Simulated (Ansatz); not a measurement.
# Effect of biaxial strain +1.02 %, plane normal [111], relaxed out of plane on BP

Take BP in the zinc blende structure (space group F-43m, No. 216; a = 4.537 Å) as the base. Axes: x, y, z lie along the cube axes.

One thing is altered: biaxial strain +1.02 %, plane normal [111], relaxed out of plane (Cartesian); in-plane vectors clamped, the third vector and the atoms free.

Calculations: Ansatz (an electronic-structure program) r2SCAN, scalar-relativistic without spin-orbit coupling. Settings: 12×12×12 k-points, 0.05 eV Fermi–Dirac smearing.

- Space group = R3m (No. 160) (base F-43m (No. 216))
- Energy relative to the base (free energy F) = +3.4 meV/atom
- Band gap = 1.37 eV (base 1.41 eV)
- Gap character = indirect, Γ → F–Γ (17 % along)
- Smallest direct gap = 3.45 eV (base 3.60 eV)
- Hole mass = 0.13 mₑ out of plane, 0.55 mₑ in plane (at Γ)
- Valence-band top at Γ (three highest levels, from the VBM) = 0.00, -0.09, -0.09 eV (base 0.00, 0.00, 0.00 eV)
- Out-of-plane strain = -0.18 %
- Ratio −ε⊥/ε∥ = 0.17

Final structure (turned so that z lies along the plane normal):

```
BP
1.0
    3.24057     0.00000     0.00000
    1.62029     2.80642     0.00000
    1.62029    -0.93547     2.61457
P B
1 1
Direct
  0.49941   0.25029   0.75088
  0.00059   0.99971   0.99912
```

Effective masses come from finite differences of ±0.01 Å⁻¹. No phonon test of stability was made. Labels are those of the standard path for the cell's own space group.
